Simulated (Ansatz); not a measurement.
Band gap (eV)

Cell A: ZnSe (zinc blende, F-43m), 2 atoms in the cell, k-point mesh 10×10×10 on the run's own vectors. Conventional cell: a = 5.7318 Å, b = 5.7318 Å, c = 5.7318 Å, α = 90.00°, β = 90.00°, γ = 90.00°.

Cell B: GaN (wurtzite, P6₃mc), 4 atoms in the cell, k-point mesh 12×12×8 on the run's own vectors. Conventional cell: a = b = 3.2184 Å, c = 5.2432 Å, α = β = 90.00°, γ = 120.00°.

Plane-wave PAW calculations with Ansatz (a first-principles code), its default PAW set, cutoff 420 eV, 500 eV for r2SCAN. The structures are at rest with PBE; other levels are single points on them. HSE06 runs on coarser k-point meshes, which give the PBE gaps of the finer ones within 0.03 eV. Neutral cells; Fermi-Dirac smearing of at most 0.05 eV in the solids, energies taken to zero width. The lattices are those relaxed with PBE, so at other levels the solids can be strained, which adds to the spread. The runs are scalar-relativistic, without spin-orbit coupling. A dispersion term ran beside these levels; it doesn't touch the electrons. Gaps are highest filled to lowest empty Kohn-Sham level on the run's k-point mesh, states of defects and surfaces included; edges off the mesh make the true gap smaller, and under 0.08 eV counts as none.

```tsv
cell	PBE	r2SCAN	HSE06
A	1.15 (direct)	1.72 (direct)	[?]
B	1.71 (direct)	2.12 (direct)	2.94
```

Task: Fill in the missing entries.

Result: 
- A, HSE06: 2.26
